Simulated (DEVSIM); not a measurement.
Structure: CdTe n-i-p diode, at 300 K.

Layer 1 from the left is CdTe, thickness (μm) 0.170, Nd (cm⁻³) 1.9e17, τn (s) 6.8e-10, τp (s) 6.8e-10. Layer 2 from the left is CdTe, thickness (μm) 41.0, Na (cm⁻³) 2.4e13, τn (s) 6.8e-10, τp (s) 6.8e-10. Layer 3 from the left is CdTe, thickness (μm) 0.270, Na (cm⁻³) 1.6e18, τn (s) 6.8e-10, τp (s) 6.8e-10.

Left contact: ohmic. Right contact: ohmic. Voltage is applied to the left contact. Recombination: SRH at mid-gap, radiative. Mobility is constant in doping.

Constants are typed, rounded textbook-type inputs, not results; the design itself was drawn at random and stands for no fabricated device. Values at 300 K.

CdTe: gap (eV) 1.5, affinity (eV) 4.28, permittivity 10.2, Nc (cm⁻³) 8e17, Nv (cm⁻³) 1.8e19, μn (cm²/Vs) 1000, μp (cm²/Vs) 80, B (cm³/s) 1e-10.

Simulated with DEVSIM: 1D drift-diffusion, Boltzmann statistics, complete ionisation; no tunnelling, impact ionisation, image-force lowering or self-heating.

Q: What does the simulation give for the potential step across the device at zero bias?

A: potential step across the device at zero bias 1.400 V.
